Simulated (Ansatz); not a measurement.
Response to strain in TiAl

Consider TiAl (space group P4/mmm, No. 123; a = 2.7662 Å, c = 4.0021 Å; relaxed with 0.1 eV smearing).

Strains are applied to the cell and any free atomic positions relax.

Level of theory: LDA (Ansatz, a quantum-chemistry and plane-wave program, PAW, no spin-orbit coupling).

Candidates:
(a) isotropic strain +1.50 %
(b) isotropic strain −1.50 %
(c) isotropic strain +0.50 %
(d) isotropic strain −1.00 %

Notes on the quantities. energy relative to the base: free energy F.

Question: Order them by energy relative to the base, highest first.

Answer: (b) isotropic strain −1.50 % (+13 meV/atom), (a) isotropic strain +1.50 % (+12 meV/atom), (d) isotropic strain −1.00 % (+5.6 meV/atom), (c) isotropic strain +0.50 % (+1.3 meV/atom)

Whether these cells are dynamically stable was not tested. The final runs are not spin-polarised.
